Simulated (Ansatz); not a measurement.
Consider BN in the zinc blende structure (space group F-43m, No. 216; a = 3.6247 Å).

Levels (all Ansatz, a first-principles code, PAW): PBE (420 eV, no SOC); HSE06 (420 eV, no SOC).

Its gap is 4.46 eV with PBE and 5.78 eV with HSE06.

Perturbation: every lattice vector is stretched by 2.54 %; the atoms relax in the strained cell.

With PBE the gap becomes 4.38 eV.

### Question
If the HSE06 correction stayed the same, what would the HSE06 gap be, and what does the HSE06 run give?

### Answer
A rigid correction of +1.32 eV gives 5.70 eV. The HSE06 run gives 5.67 eV, so the two effects roughly add.

Single points use the geometry relaxed with PBE. HSE06 gaps are upper bounds (no full band path). Stability against distortions was not tested.
